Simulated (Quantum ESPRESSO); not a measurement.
## Effort and miss along a sweep of K_POINTS: Sr3Sn2O7 (Cmcm, 24 atoms in the cell)

Cell: a = 10.6912 Å, b = 10.6912 Å, c = 5.7292 Å, α = 90.00°, β = 90.00°, γ = 31.51°.

Method: PBEsol, GBRV 1.5 ultrasoft (PBESOL) pseudopotentials (plane waves; Quantum ESPRESSO).

Base settings: ecutwfc = 40 Ry; ecutrho = 200 Ry; occupations = smearing; smearing = gaussian; degauss = 0.0036749 Ry; potentials = {Sr: sr_pbesol_v1.uspp.F.UPF, Sn: sn_pbesol_v1.4.uspp.F.UPF, O: o_pbesol_v1.2.uspp.F.UPF}; K_POINTS = automatic 3 3 3 0 0 0; conv_thr = 1e-10 Ry.

Misses are taken against the tightest run, automatic 4 4 4 0 0 0, which need not be fully converged itself. The energy is the free energy per atom.

The count of work is k-points × plane waves × bands × iterations; it is no time, and leaves out set-up, grids and terms that scale otherwise. Core times come from one kind of shared machine and are given to one figure; runs under 30 s give none.

The starting cell comes from a database of computed structures (which also holds hypothetical and non-ambient phases and stackings), without a prior relaxation at this level.

The runs (K_POINTS): automatic 1 1 1 0 0 0 | automatic 2 2 2 0 0 0 | automatic 3 3 2 0 0 0 | automatic 3 3 3 0 0 0 | automatic 4 4 3 0 0 0 | automatic 4 4 4 0 0 0.

### Question
Which is the coarsest setting among those run that, with all tighter ones, holds the energy within 20 meV/atom of the reference, and what does it save?

### Answer
automatic 2 2 2 0 0 0, off by 6.8 meV/atom; it needs 0.29 of the reference's count of work and about 0.3 of the reference's time.

### Question
Which is the coarsest setting among those run that, with all tighter ones, holds the energy within 1 meV/atom of the reference, and what does it save?

### Answer
automatic 3 3 3 0 0 0, off by 0.32 meV/atom; it needs 0.38 of the reference's count of work and about 0.3 of the reference's time.

### Question
For at most 0.5 times the reference's count of work, which run misses the energy least?

### Answer
automatic 3 3 3 0 0 0, with a miss of 0.32 meV/atom at a count of 0.38.

### Question
What does the step from automatic 2 2 2 0 0 0 to automatic 4 4 3 0 0 0 buy?

### Answer
It takes the miss in the energy from 6.8 to 0.19 meV/atom, for 2.3 times the count of work and roughly 2 times the time.

| K_POINTS | energy less reference (meV/atom) | pressure less reference (GPa) | largest difference in the force on any atom (eV/Å) | count of work / reference | core time / reference (rough) |
|---|---|---|---|---|---|
| automatic 1 1 1 0 0 0 | 298.20 | 4.31 | 0.845 | 0.047 | 0.10 |
| automatic 2 2 2 0 0 0 | 6.76 | 0.08 | 0.029 | 0.29 | 0.3 |
| automatic 3 3 2 0 0 0 | 3.98 | 0.04 | 0.020 | 0.38 | 0.4 |
| automatic 3 3 3 0 0 0 | 0.32 | 0.00 | 0.002 | 0.38 | 0.3 |
| automatic 4 4 3 0 0 0 | 0.19 | 0.00 | 0.001 | 0.67 | 0.7 |
| automatic 4 4 4 0 0 0 | 0.00 | 0.00 | 0.000 | 1.0 | 1 |
